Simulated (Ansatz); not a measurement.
Sn: isotropic strain −3.00 %

Take Sn in the diamond structure (space group Fd-3m, No. 227; a = 6.566 Å) as the base.

It is then changed as follows: the cell is scaled by 0.9700 in all directions, atoms relaxed at fixed cell.

Level of theory: r2SCAN, PAW, 500 eV (Ansatz, a first-principles code; without spin-orbit coupling). Γ-centred 12×12×12 mesh, Fermi–Dirac width 0.05 eV.

Volume per atom: 32.30 Å³ (base 35.39 Å³)
Space group: Fd-3m (No. 227) (base Fd-3m (No. 227))
Shortest interatomic distance: 2.758 Å (base 2.843 Å)
Energy relative to the base (free energy F): +43 meV/atom
Pressure: 4.9 GPa (base 0.0 GPa)
Band gap: 0.06 eV (base zero)
Valley order (the lowest conduction-band minima on the path, energy above the VBM, named in the base's zone): Γ 0.06 eV; L along ⟨111⟩ 0.27 eV; a point along ⟨100⟩, about 0.7 Å⁻¹ from Γ 0.67 eV

Final structure:

```
CELL_PARAMETERS angstrom
      0.00000     3.18474     3.18474
      3.18474     0.00000     3.18474
      3.18474     3.18474     0.00000
ATOMIC_POSITIONS crystal
  Sn 0.00000 0.00000 0.00000
  Sn 0.25000 0.25000 0.25000
```

Whether these cells are dynamically stable was not tested. The zero or small gap of Sn can change with the level of theory.
